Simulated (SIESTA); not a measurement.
A self-consistent single point of Si (Fd-3m, 2 atoms in the cell) with SIESTA

Method of the run: GGA PBE, numerical atomic orbitals TZP, PseudoDojo PBE standard norm-conserving potentials (rewritten from UPF to PSML) (SIESTA).

Input as run:

```
# files in the folder: Si.psml (PseudoDojo PBE standard)
SystemName  Si
SystemLabel Si

NumberOfAtoms                2
NumberOfSpecies              1
%block ChemicalSpeciesLabel
  1 14 Si
%endblock ChemicalSpeciesLabel
LatticeConstant              1.0 Bohr
%block LatticeVectors
     0.000000000    5.131551291    5.131551291
     5.131551291    0.000000000    5.131551291
     5.131551291    5.131551291    0.000000000
%endblock LatticeVectors
AtomicCoordinatesFormat      ScaledCartesian
%block AtomicCoordinatesAndAtomicSpecies
     0.000000000    0.000000000    0.000000000  1
     2.565775646    2.565775646    2.565775646  1
%endblock AtomicCoordinatesAndAtomicSpecies

XC.functional                GGA
XC.authors                   PBE
PAO.BasisSize                TZP
PAO.EnergyShift              0.01 Ry
MeshCutoff                   350 Ry
%block kgrid.MonkhorstPack
    7   0   0  0.0
    0   7   0  0.0
    0   0   7  0.0
%endblock kgrid.MonkhorstPack
OccupationFunction           FD
ElectronicTemperature        116.05 K

MaxSCFIterations             150
SCF.Mixer.Method             Pulay
SCF.Mixer.Weight             0.2
SCF.Mixer.History            6
SCF.DM.Tolerance             1.0E-05
Diag.ParallelOverK           true
WriteForces                  true
```

The program printed (abridged):

```
reinit: Reading from file input.fdf

reinit: System Name: Si
reinit: System Label: Si

coor:   Atomic-coordinates input format  =     Cartesian coordinates
coor:                                          (in units of alat)

siesta: Atomic coordinates (Bohr) and species
siesta:      0.00000   0.00000   0.00000  1        1
siesta:      2.56578   2.56578   2.56578  1        2

siesta: System type = bulk

initatomlists: Number of atoms, orbitals, and projectors:      2    34    36

siesta: ******************** Simulation parameters ****************************
redata: Spin configuration                          = none
redata: Time-Reversal Symmetry                      = T
redata: Number of Atomic Species                    =        1
redata: Mesh Cutoff                                 =   350.0000 Ry
redata: Net charge of the system                    =     0.0000 |e|
redata: Min. number of SCF Iter                     =        0
redata: Max. number of SCF Iter                     =      150
redata: SCF convergence failure will abort job
redata: SCF mix quantity                            = Hamiltonian
redata: Mix DM or H after convergence               =   F
redata: Recompute H after scf cycle                 =   F
redata: Mix DM in first SCF step                    =   T
redata: No kicks to SCF
redata: DM Mixing Weight for Kicks                  =     0.5000
redata: Require Harris convergence for SCF          =   F
redata: Harris energy tolerance for SCF             =     0.000100 eV
redata: Require DM convergence for SCF              =   T
redata: DM tolerance for SCF                        =     0.000010
redata: Require EDM convergence for SCF             =   F
redata: EDM tolerance for SCF                       =     0.001000 eV
redata: Require H convergence for SCF               =   T
redata: Hamiltonian tolerance for SCF               =     0.001000 eV
redata: Require (free) Energy convergence for SCF   =   F
redata: (free) Energy tolerance for SCF             =     0.000100 eV
redata: Using DFT-D3 dispersion                     =   F
redata: Using Saved Data (generic)                  =   F
redata: Method of Calculation                       = Diagonalization
redata: Electronic Temperature                      =   116.0500 K
redata: Number of TDED substeps                     =        3
redata: Dynamics option                             = Single-point calculation
redata: Save all siesta data in one NC              =   F
redata: ***********************************************************************

%block SCF.Mixers
  Pulay
%endblock SCF.Mixers

%block SCF.Mixer.Pulay
  # Mixing method
  method pulay
  variant stable

  # Mixing options
  weight 0.2000
  weight.linear 0.2000
  history 6
%endblock SCF.Mixer.Pulay

DM_history_depth set to one: no extrapolation allowed by default for geometry relaxation
Size of DM history Fstack: 1
Total number of electrons:     8.000000
Total ionic charge:     8.000000

* ProcessorY, Blocksize:    1  35

* Orbital distribution balance (max,min):    34    34

 Kpoints in:          196 . Kpoints trimmed:          172

siesta: k-grid: Number of k-points = 172
siesta: k-points from Monkhorst-Pack grid
siesta: k-cutoff (effective) =    13.441 Ang
siesta: k-point supercell and displacements
siesta: k-grid:     7     0     0      0.000
siesta: k-grid:     0     7     0      0.000
siesta: k-grid:     0     0     7      0.000

diag: Algorithm                                     = D&C
diag: Parallel over k                               =   F
diag: Use parallel 2D distribution                  =   F
diag: Parallel block-size                           = 35
diag: Parallel distribution                         =     1 x     1
diag: Used triangular part                          = Lower
diag: Absolute tolerance                            =  0.100E-15
diag: Orthogonalization factor                      =  0.100E-05
diag: Memory factor                                 =  1.0000

superc: Internal auxiliary supercell:     5 x     5 x     5  =     125
superc: Number of atoms, orbitals, and projectors:    250   4250   4500

                        Single-point calculation

superc: Internal auxiliary supercell:     5 x     5 x     5  =     125
superc: Number of atoms, orbitals, and projectors:    250   4250   4500

outcell: Unit cell vectors (Ang):
        0.000000    2.715500    2.715500
        2.715500    0.000000    2.715500
        2.715500    2.715500    0.000000

outcell: Cell vector modules (Ang)   :    3.840297    3.840297    3.840297
outcell: Cell angles (23,13,12) (deg):     60.0000     60.0000     60.0000
outcell: Cell volume (Ang**3)        :     40.0479
new_DM -- step:     1
Initializing Density Matrix...

Attempting to read DM from file... Failed...
DM filled with atomic data:

InitMesh: MESH = 36 x 36 x 36 = 46656
InitMesh: Mesh cutoff (required, used) =   350.000   364.308 Ry

stepf: Fermi-Dirac step function

        iscf     Eharris(eV)        E_KS(eV)     FreeEng(eV)     dDmax    Ef(eV) dHmax(eV)
   scf:    1     -229.507048     -230.052604     -230.052604  1.794012 -4.486993  0.342023
   scf:    2     -230.057902     -230.055286     -230.055286  0.005352 -4.441293  0.259874
   scf:    3     -230.061850     -230.058895     -230.058895  0.017326 -4.161260  0.001698
   scf:    4     -230.058908     -230.058902     -230.058902  0.001254 -4.169072  0.000772
   scf:    5     -230.058903     -230.058902     -230.058902  0.000281 -4.167021  0.000032
   scf:    6     -230.058902     -230.058902     -230.058902  0.000022 -4.166920  0.000004
mix: Pulay -- inversion failed, > SVD [rank/size] 4 / 5
   scf:    7     -230.058902     -230.058902     -230.058902  0.000000 -4.166921  0.000002

SCF Convergence by DM+H criterion
max |DM_out - DM_in|         :     0.0000000878
max |H_out - H_in|      (eV) :     0.0000024046
SCF cycle converged after 7 iterations

Using DM_out to compute the final energy and forces

siesta: E_KS(eV) =             -230.0589

siesta: E_KS - E_eggbox =      -230.0589

siesta: Atomic forces (eV/Ang):
     1   -0.000008   -0.000008   -0.000008
     2    0.000008    0.000008    0.000008
   Tot   -0.000000   -0.000000   -0.000000
   Max    0.000008
   Res    0.000008    sqrt( Sum f_i^2 / 3N )
   Max    0.000008    constrained

Stress tensor Voigt[x,y,z,yz,xz,xy] (kbar):      -27.65      -27.65      -27.65       -0.00       -0.00       -0.00
(Free)E + p*V (eV/cell)     -229.3678
Target enthalpy (eV/cell)     -230.0589

siesta: Program's energy decomposition (eV):
siesta: Ebs     =       -76.772100
siesta: Eions   =       387.859309
siesta: Ena     =       123.458029
siesta: Ekin    =        83.068832
siesta: Enl     =        32.415079
siesta: Eso     =         0.000000
siesta: Edftu   =         0.000000
siesta: DEna    =         2.666483
siesta: DUscf   =         0.328272
siesta: DUext   =         0.000000
siesta: Ex      =       -73.955886
siesta: Ec      =       -10.180401
siesta: Exc     =       -84.136287
siesta: Eharris =      -230.058902
siesta: Etot    =      -230.058902
siesta: FreeEng =      -230.058902

siesta: Stress tensor (static) (eV/Ang**3):
siesta:    -0.017258   -0.000000   -0.000000
siesta:    -0.000000   -0.017258   -0.000000
siesta:    -0.000000   -0.000000   -0.017258

siesta: Cell volume =         40.047869 Ang**3

siesta: Pressure (static):
siesta:                Solid            Molecule  Units
siesta:           0.00018796          0.00018796  Ry/Bohr**3
siesta:           0.01725781          0.01725753  eV/Ang**3
siesta:          27.65005509         27.64960746  kBar
```

The run converged in 7 iterations.

The starting cell has typed, rounded lattice constants, without a prior relaxation at this level. Values carry the incompleteness of an atom-centred basis.
